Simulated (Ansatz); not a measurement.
The reference is BP in the zinc blende structure (space group F-43m, No. 216).

```
CELL_PARAMETERS angstrom
      0.00000     2.24526     2.24526
      2.24526     0.00000     2.24526
      2.24526     2.24526     0.00000
ATOMIC_POSITIONS crystal
  B  0.00000 0.00000 0.00000
  P  0.25000 0.25000 0.25000
```

Cartesian axes are those of the cell as printed.

Computed with LDA (Ansatz, an electronic-structure program; PAW; 420 eV plane waves; no spin-orbit coupling).

Base values:

- Shortest interatomic distance = 1.944 Å
- Band gap = 1.14 eV

One thing is altered: tensile biaxial strain of 0.50 % in the plane normal to [001], as in epitaxy on a mismatched substrate; the out-of-plane cell vector and the atoms relax.

Task: Predict the new shortest interatomic distance.

Result: The shortest interatomic distance goes up by 0.005 Å, from 1.944 Å to 1.949 Å.

Task: What happens to the band gap?

Result: The band gap falls by 0.10 eV, from 1.14 eV to 1.04 eV.

Stability against distortions was not tested.
